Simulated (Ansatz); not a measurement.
Defect migration in wurtzite GaN: Si-vacancy pair (Si on one host Ga site, one Ga site vacant), charge state -2. Method: PBE, PAW (plane waves to 420 eV; Ansatz, a first-principles code).

Cell of 72 host sites held at the relaxed PBE lattice; one k-point at (0.125, 0.250, 0.250); Fermi-Dirac width 0.01 eV, spin-restricted; finite-size errors left in. No zero-point or tunnelling terms. The charge state is imposed; whether it is stable for some Fermi level was not computed. Forms of the defect that were not tried may lie lower. The start lies 0.12 eV above the lowest site run (PBE).

Barriers: single points on a 2×2×2 k-point mesh shifted by half a step along c at the bands' geometries (they differ from the bands' own by up to 0.06 eV, and are uncertain by about as much).

Relaxed starting cell (atoms counted from 1):

```yaml
crystal:
  lattice:
    - [9.65543, 0.00000, 0.00000]
    - [-4.82771, 8.36185, 0.00000]
    - [0.00000, 0.00000, 10.48619]
  atoms:
    - { symbol: Si, position: [0.21855, 0.10946, 0.25147] }
    - { symbol: Ga, position: [0.22840, 0.11405, 0.74586] }
    - { symbol: Ga, position: [0.22407, 0.44440, 0.25134] }
    - { symbol: Ga, position: [0.22297, 0.44317, 0.74784] }
    - { symbol: Ga, position: [0.22450, 0.77969, 0.25127] }
    - { symbol: Ga, position: [0.22322, 0.77967, 0.74789] }
    - { symbol: Ga, position: [0.55126, 0.10921, 0.25735] }
    - { symbol: Ga, position: [0.55362, 0.11389, 0.74744] }
    - { symbol: Ga, position: [0.55120, 0.44103, 0.25730] }
    - { symbol: Ga, position: [0.55332, 0.43889, 0.74753] }
    - { symbol: Ga, position: [0.55403, 0.77639, 0.25385] }
    - { symbol: Ga, position: [0.55527, 0.77727, 0.74862] }
    - { symbol: Ga, position: [0.88769, 0.10926, 0.25422] }
    - { symbol: Ga, position: [0.89048, 0.11170, 0.74749] }
    - { symbol: Ga, position: [0.88767, 0.44327, 0.25208] }
    - { symbol: Ga, position: [0.88803, 0.44359, 0.74872] }
    - { symbol: Ga, position: [0.88756, 0.77711, 0.25424] }
    - { symbol: Ga, position: [0.89051, 0.77784, 0.74754] }
    - { symbol: Ga, position: [0.11607, 0.22108, 0.49461] }
    - { symbol: Ga, position: [0.11138, 0.22127, 0.99943] }
    - { symbol: Ga, position: [0.11109, 0.55629, 0.49959] }
    - { symbol: Ga, position: [0.11057, 0.55599, 0.99924] }
    - { symbol: Ga, position: [0.11612, 0.89603, 0.49460] }
    - { symbol: Ga, position: [0.11168, 0.89165, 0.99946] }
    - { symbol: Ga, position: [0.44127, 0.22107, 0.99658] }
    - { symbol: Ga, position: [0.44766, 0.55248, 0.49923] }
    - { symbol: Ga, position: [0.44497, 0.55628, 0.00044] }
    - { symbol: Ga, position: [0.44817, 0.89689, 0.49923] }
    - { symbol: Ga, position: [0.44520, 0.88996, 0.00040] }
    - { symbol: Ga, position: [0.77100, 0.22018, 0.49877] }
    - { symbol: Ga, position: [0.77726, 0.22234, 0.00063] }
    - { symbol: Ga, position: [0.77086, 0.55100, 0.49896] }
    - { symbol: Ga, position: [0.77711, 0.55568, 0.00060] }
    - { symbol: Ga, position: [0.77761, 0.88878, 0.49825] }
    - { symbol: Ga, position: [0.77771, 0.88917, 0.00002] }
    - { symbol: N, position: [0.19714, 0.09912, 0.41271] }
    - { symbol: N, position: [0.21826, 0.10990, 0.93747] }
    - { symbol: N, position: [0.22219, 0.44551, 0.43811] }
    - { symbol: N, position: [0.22126, 0.44389, 0.93823] }
    - { symbol: N, position: [0.22287, 0.77825, 0.43802] }
    - { symbol: N, position: [0.22145, 0.77872, 0.93833] }
    - { symbol: N, position: [0.56225, 0.10543, 0.43493] }
    - { symbol: N, position: [0.55631, 0.11085, 0.94172] }
    - { symbol: N, position: [0.56311, 0.46039, 0.43424] }
    - { symbol: N, position: [0.55611, 0.44649, 0.94193] }
    - { symbol: N, position: [0.55377, 0.77734, 0.44068] }
    - { symbol: N, position: [0.55578, 0.77836, 0.93799] }
    - { symbol: N, position: [0.89048, 0.11343, 0.44044] }
    - { symbol: N, position: [0.88953, 0.11176, 0.93834] }
    - { symbol: N, position: [0.88981, 0.44502, 0.43926] }
    - { symbol: N, position: [0.88884, 0.44480, 0.93796] }
    - { symbol: N, position: [0.89034, 0.77726, 0.44021] }
    - { symbol: N, position: [0.88971, 0.77848, 0.93833] }
    - { symbol: N, position: [0.11783, 0.21412, 0.19021] }
    - { symbol: N, position: [0.11231, 0.22146, 0.68476] }
    - { symbol: N, position: [0.11078, 0.55528, 0.18813] }
    - { symbol: N, position: [0.11172, 0.55574, 0.68872] }
    - { symbol: N, position: [0.11881, 0.90439, 0.19018] }
    - { symbol: N, position: [0.11241, 0.89052, 0.68492] }
    - { symbol: N, position: [0.42233, 0.21019, 0.19085] }
    - { symbol: N, position: [0.44515, 0.22207, 0.70514] }
    - { symbol: N, position: [0.44305, 0.55529, 0.18732] }
    - { symbol: N, position: [0.44480, 0.55549, 0.68942] }
    - { symbol: N, position: [0.44341, 0.88707, 0.18726] }
    - { symbol: N, position: [0.44501, 0.88877, 0.68940] }
    - { symbol: N, position: [0.77822, 0.22225, 0.18796] }
    - { symbol: N, position: [0.77871, 0.22180, 0.68913] }
    - { symbol: N, position: [0.77812, 0.55480, 0.18803] }
    - { symbol: N, position: [0.77847, 0.55579, 0.68942] }
    - { symbol: N, position: [0.77717, 0.88792, 0.18871] }
    - { symbol: N, position: [0.77830, 0.88862, 0.68836] }
```
Cell charge -2.

End state 1 differs by these moves (Å; atoms that move under 0.08 Å are left out):

| atom | element | Δx | Δy | Δz |
|---|---|---|---|---|
| 2 | Ga | -0.04 | -0.08 | 0.00 |
| 23 | Ga | 1.55 | 2.69 | 0.00 |
| 28 | Ga | -0.05 | -0.10 | 0.00 |
| 32 | Ga | 0.05 | 0.10 | 0.00 |
| 36 | N | 0.18 | 0.32 | 0.00 |
| 40 | N | 0.10 | -0.06 | -0.04 |
| 42 | N | -0.09 | 0.04 | 0.03 |
| 44 | N | 0.02 | -0.15 | 0.06 |
| 52 | N | -0.12 | -0.05 | -0.06 |
| 59 | N | 0.00 | -0.03 | 0.21 |
| 61 | N | -0.02 | -0.01 | -0.21 |

### Question
What forward and backward barriers to end state 1 does PBE, PAW give?

### Answer
forward 2.11 eV, backward 2.11 eV; at the saddle point atom 23 has neighbours N at 1.87, N at 2.22, N at 2.24, 2 N at 2.32 Å. The saddle point's order was not checked, and it lies on a symmetry element of the cell, where a band can be held.

End state 2 differs by these moves (Å; atoms that move under 0.08 Å are left out):

```
atom  element     Δx     Δy     Δz
----  -------  -----  -----  -----
23         Ga  -0.06  -0.11   0.01
30         Ga   0.05   0.08   0.00
32         Ga  -1.55  -2.68  -0.04
36          N   0.19   0.09   0.09
42          N  -0.09   0.05   0.04
44          N  -0.11  -0.19  -0.01
50          N   0.09  -0.06  -0.05
52          N  -0.03   0.14  -0.08
61          N  -0.02  -0.01  -0.21
69          N  -0.01  -0.01   0.20
```

### Question
What forward and backward barriers to end state 2 does PBE, PAW give?

### Answer
forward 2.12 eV, backward 1.56 eV; at the saddle point atom 32 has neighbours N at 1.82, N at 2.22, N at 2.26, N at 2.29, N at 2.35 Å. The saddle point's order was not checked.

End state 3 differs by these moves (Å; atoms that move under 0.08 Å are left out):

```
atom  element     Δx     Δy     Δz
----  -------  -----  -----  -----
1          Si   0.07   0.00  -0.05
3          Ga   0.09   0.02  -0.02
7          Ga  -0.02   0.04  -0.08
9          Ga   0.03  -1.77   2.48
25         Ga   0.00   0.03   0.10
36          N   0.19   0.09   0.09
42          N  -0.09   0.05   0.04
44          N   0.00  -0.12   0.20
60          N   0.02  -0.17  -0.04
61          N  -0.01  -0.03  -0.19
62          N  -0.06   0.06  -0.04
68          N   0.17   0.11  -0.06
```

### Question
What is the computed forward and backward barriers to end state 3 (PBE, PAW)?

### Answer
forward 1.95 eV, backward 2.07 eV; at the saddle point atom 9 has neighbours N at 1.77, N at 1.91 Å. The saddle point's order was not checked.
